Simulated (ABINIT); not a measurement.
ABINIT is run on Cr3PdN (Pm-3m, 5 atoms in the cell), and the run fails. The aim is a self-consistent single point with DFT, PBEsol, plane waves, PAW (JTH v2.0 PBE PAW, files made for PBE).

Cell that was meant: a = 3.8399 Å, b = 3.8399 Å, c = 3.8399 Å, α = 90.00°, β = 90.00°, γ = 90.00°.

Part of the input:

```
ixc -116133
occopt 6
tsmear 0.05 eV
nband 33
kptopt 1
ngkpt 5 5 5
nshiftk 1
```

The program printed (abridged):

```
--- !BeginCycle
solver: {iscf: 17, nstep: 50, nline: 4, wfoptalg: 10, }
tolerances: {tolvrs: 1.00E-12, }
...

     iter   Etot(hartree)      deltaE(h)  residm     nres2
 ETOT  1  -377.03201879639    -3.770E+02 6.268E+01 2.781E+02
 ETOT  2  -401.06713020888    -2.404E+01 7.540E-02 2.531E+02
 ETOT  3  -400.72818056299     3.389E-01 2.528E-02 4.726E+01
 ETOT  4  -400.84592249015    -1.177E-01 1.122E-02 2.630E+01
 ETOT  5  -400.89345677700    -4.753E-02 6.076E-03 2.720E+01
   [... 41 lines left out ...]
 ETOT 47  -400.89314338717    -1.081E-06 1.253E-05 8.790E-05
 ETOT 48  -400.89314441441    -1.027E-06 1.257E-05 6.543E-05
 ETOT 49  -400.89314539343    -9.790E-07 9.473E-06 1.309E-05
 ETOT 50  -400.89314640946    -1.016E-06 9.186E-06 5.941E-06

 Cartesian components of stress tensor (hartree/bohr^3)
  sigma(1 1)=  3.63255025E-04  sigma(3 2)=  0.00000000E+00
  sigma(2 2)=  3.63255025E-04  sigma(3 1)=  0.00000000E+00
  sigma(3 3)=  3.63255025E-04  sigma(2 1)=  0.00000000E+00
 scprqt:  WARNING -
  nstep=   50 was not enough SCF cycles to converge;
  density residual=  5.941E-06 exceeds tolvrs=  1.000E-12

 ----iterations are completed or convergence reached----

 reduced coordinates (array xred) for    5 atoms
       0.500000000000      0.000000000000      0.500000000000
   [... lines left out ...]
 Fermi (or HOMO) energy (eV) =  10.81371   Average Vxc (eV)= -13.03741
   [... lines left out ...]
  11.36457
 prteigrs : prtvol=0 or 1, do not print more k-points.

--- !EnergyTerms
kinetic             :  6.39286894479871E+01
hartree             :  6.72356375084109E+01
xc                  : -2.07551437346191E+01
Ewald energy        : -3.03800499829779E+02
psp_core            :  2.20589498706213E+01
local_psp           : -2.05074036839177E+02
internal            : -4.00893761754691E+02
'-kT*entropy'       : -2.51380497335375E-05
total_energy        : -4.00893786892740E+02
total_energy_eV     : -1.09088747222274E+04
...

-Cartesian components of stress tensor (GPa)         [Pressure= -1.0687E+01 GPa]
- sigma(1 1)=  1.06873300E+01  sigma(3 2)=  0.00000000E+00
- sigma(2 2)=  1.06873300E+01  sigma(3 1)=  0.00000000E+00
- sigma(3 3)=  1.06873300E+01  sigma(2 1)=  0.00000000E+00

 Calculation completed.
```

Diagnose the run.

The fault is too few bands. Each band holds two electrons without spin (one with spinors), and smearing needs some empty bands above the Fermi level. To fix it, raise the band count or leave it to the default. The run ended unconverged after 50 iterations.

An input that runs soundly differs in these lines (not the only fix; some lines may just follow from the change or write a value another way):
```diff
-nband 33
+nband 42
```

With that input, the run converged in 41 iterations: free energy E − TS -10908.89 eV; Fermi level (on the code's own zero) 10.77 eV; pressure -10.62 GPa (DFT, PBEsol, plane waves, PAW (JTH v2.0 PBE PAW, files made for PBE)).

On the sound input: the starting cell comes from a database of computed structures (which also holds hypothetical and non-ambient phases and stackings), without a prior relaxation at this level. Spin polarisation is off; with an odd number of electrons in the cell that forces a metal, and a magnetic state may lie lower. The potentials were made for another functional than the one used. With a pressure of about -11 GPa the cell is away from its equilibrium volume at this level.
